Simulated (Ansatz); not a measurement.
**A computed series for BaTiO3: response to strain**

The reference is BaTiO$_{3}$ in the cubic perovskite structure (space group Pm-3m, No. 221; a = 3.970 Å). Axes: x, y, z lie along the cube axes.

Strains are applied to the cell and any free atomic positions relax; under stress the whole cell relaxes.

Method: PBEsol in Ansatz (plane waves to 420 eV, PAW, spin-orbit coupling left out), earlier PAW set.

```tsv
case	band gap	gap character	volume per atom
base	1.82 eV	indirect, R → Γ	12.52 Å³
isotropic strain −1.78 %	1.93 eV	direct at Γ	11.86 Å³
isotropic strain −0.36 %	1.84 eV	indirect, R → Γ	12.38 Å³
isotropic strain +3.45 %	1.61 eV	indirect, R → Γ	13.86 Å³
isotropic strain +4.28 %	1.56 eV	indirect, R → Γ	14.19 Å³
uniaxial strain ε_yy = +2.01 %	1.73 eV	indirect, A → Γ	12.77 Å³
uniaxial stress, 3 GPa compression along z	1.80 eV	indirect, A → Γ	12.45 Å³
uniaxial stress, 1 GPa compression along z	1.81 eV	indirect, A → Γ	12.49 Å³
uniaxial stress, 0.5 GPa tension along z	1.81 eV	indirect, A → Γ	12.53 Å³
```

Beyond what the load breaks, stability against distortions was not tested. All final runs are without spin polarisation. Many cubic perovskites are stable only at high temperature; tilts and polar distortions were not tested. This is not the structure that BaTiO3 has at room temperature and ambient pressure. Labels are those of the standard path for the cell's own space group.

Ansatz is a quantum-chemistry and plane-wave program.
